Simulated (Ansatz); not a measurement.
The parent structure is Ru in the diamond structure (space group Fd-3m, No. 227; a = 5.392 Å; a hypothetical phase, not in the database extracts checked; relaxed with 0.1 eV smearing). Axes: x, y, z lie along the cube axes.

Level of theory: PBEsol (Ansatz, a first-principles code, PAW, without spin-orbit coupling).

One thing is altered: uniaxial stress, 2 GPa tension along x; all other stress components relax to zero.

Task: What happens to the energy relative to the base?

Result: The energy decreases by 0.652 eV/atom.

Task: How does this affect the strain response?

Result: The strain response (xx, yy, zz) comes out as (+62.63, −32.33, −32.33) %.

Beyond what the load breaks, stability against distortions was not tested. All final runs are without spin polarisation. Under uniaxial stress, 2 GPa tension along x the cell changed shape so far that it is another structure.
